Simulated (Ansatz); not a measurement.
Subject: the energy of the reaction as written. Reaction: cell B → cell A. The sign is products less reactants.

Cell A: a sheet of composition Ta2, 2 atoms, hexagonal cell of 4.40 Å (16.8 Å²), symmetry P6/mmm, 0.0 Å thick under 16 Å of vacuum, in-plane vectors relaxed; planes from bottom to top: Ta2, all atoms in one plane; a model cell; spin state with PBE: no moments, k-point mesh 18×18×1.
```xyz
2
Lattice="4.4003 0.0000 0.0000 -2.2002 3.8108 0.0000 0.0000 0.0000 16.0000" Properties=species:S:1:pos:R:3 pbc="T T T"
Ta     0.0000     2.5405     8.0000
Ta     2.2002     1.2703     8.0000
```

Cell B: a sheet of composition Ta2, 2 atoms, hexagonal cell of 2.82 Å (6.9 Å²), symmetry P-3m1, 2.5 Å thick under 14 Å of vacuum, in-plane vectors relaxed; planes from bottom to top: Ta × 2; a model cell; spin state with PBE: no moments, k-point mesh 18×18×1.
```
Ta
1.0
    2.82362     0.00000     0.00000
   -1.41181     2.44533     0.00000
    0.00000     0.00000    16.92890
Ta
2
Direct
  0.33333   0.66667   0.57479
  0.66667   0.33333   0.42521
```

All numbers come from Ansatz (an electronic-structure program), plane waves with PAW, its PAW set soft_1, cutoff 420 eV, 500 eV for r2SCAN. The structures are at rest with PBE; other levels are single points on them. Neutral cells; Fermi-Dirac smearing of at most 0.10 eV in the solids, energies taken to zero width. The lattices are those relaxed with PBE, so at other levels the solids can be strained, which adds to the spread. A dispersion term (D3(BJ), or D4 for r2SCAN) was computed beside these levels and is taken off wherever the name lacks it. Static lattices, no vibrational contributions. The runs are scalar-relativistic, without spin-orbit coupling. The cells' k-point meshes differ in density, so the last digit is unsettled. Cell A has symmetry P6/mmm and got no random move, so less symmetric positions, which may lie lower, weren't tried. Cell B has symmetry P-3m1 and got no random move, so less symmetric positions, which may lie lower, weren't tried.

Problem. Estimate the value that PBE returns for this input.

Solution. 5.74 eV, for cell B → cell A.

Problem. What do the other levels give, and how wide is the spread?

Solution. 
| Method | value (eV) | less PBE |
|---|---|---|
| r2SCAN | 6.03 | 0.29 |

The levels span 0.29 eV, from PBE (5.74) to r2SCAN (6.03).
